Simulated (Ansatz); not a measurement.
Amorphous Al28O45Lu2

A CHGNet melt-quench gave the starting glass, which DFT then relaxed. O atoms were pushed apart under 1.9 Å during the dynamics, to hinder bonds among them. The hot cell started wider than the set density and was brought back towards it in steps. It is the lowest in DFT energy of 2 quenches. It is a model cell: composition and starting density were chosen by hand, and all elements were melted together. No dispersion term was used.

Methods: PBE, scalar-relativistic without spin-orbit coupling (Ansatz, an electronic-structure program); r2SCAN, scalar-relativistic without spin-orbit coupling (Ansatz); HSE06, scalar-relativistic without spin-orbit coupling (Ansatz). Geometry, pressure, stress and energy are those of the PBE run. Its sampling: a 2×2×2 Γ-centred mesh; Fermi-Dirac width 0.02 eV; no spin polarisation. Other functionals are single points at the zone centre (r2SCAN at 500 eV; exact exchange cut at the cell's faces), free to take moments where seeds were set. At PBE the levels at the filled edge of the gap are localised (band-tail or defect states), and the nearest spread-out levels lie 4.2 eV apart at the zone centre.

```json
{
 "number_of_atoms_in_the_cell": "75",
 "Density (held, not predicted)": "3.63 g/cm^3",
 "volume_per_atom": "11.12 Å³",
 "Pressure on a 2×2×2 Γ-centred mesh": "1.35 GPa",
 "Largest force and stress component on that mesh (the relaxation ran on the zone centre alone)": "0.06 eV/Å and 1.5 GPa",
 "Level gap on a 2×2×2 Γ-centred mesh (PBE)": "3.50 eV",
 "Level gap at the zone centre (PBE)": "3.56 eV",
 "Level gap at the zone centre (r2SCAN)": "4.19 eV",
 "Level gap at the zone centre (HSE06)": "5.27 eV"
}
```

Neighbours within Al-Al 2.66 Å, Al-O 2.22 Å, Al-Lu 3.39 Å, O-O 1.58 Å, O-Lu 2.78 Å, Lu-Lu 4.11 Å count as bonded. Two cations that share two anions don't count as bonded, nor two that share one unless they lie closer than Al-Al 2.59 Å, Al-Lu 3.30 Å, Lu-Lu 4.00 Å.

```json
{
 "Mean coordination of Al by anions": "4.43 (16 with 4, 12 with 5); 2 close contacts or bonds to cations besides",
 "Mean coordination of O": "3.02 (1 with 2, 42 with 3, 2 with 4)",
 "Mean coordination of Lu by anions": "6.00 (2 with 6); 2 close contacts or bonds to cations besides",
 "Mean Al-O bond": "1.833 Å (spread 0.079 Å, 124 counted)",
 "Mean O-Lu bond": "2.283 Å (spread 0.101 Å, 12 counted)"
}
```

Its density started from a set value of 3.63 g/cm³. The quench (nominally 280 K/ps over its main leg) was far faster than any real one, so the model tends to hold more defects than a real film. A cell of this size samples the disorder only roughly. The volume was held where the preparation left it and the shape relaxed, at a PBE pressure of 1.3 GPa. Stress components on the final sampling reach 1.5 GPa.
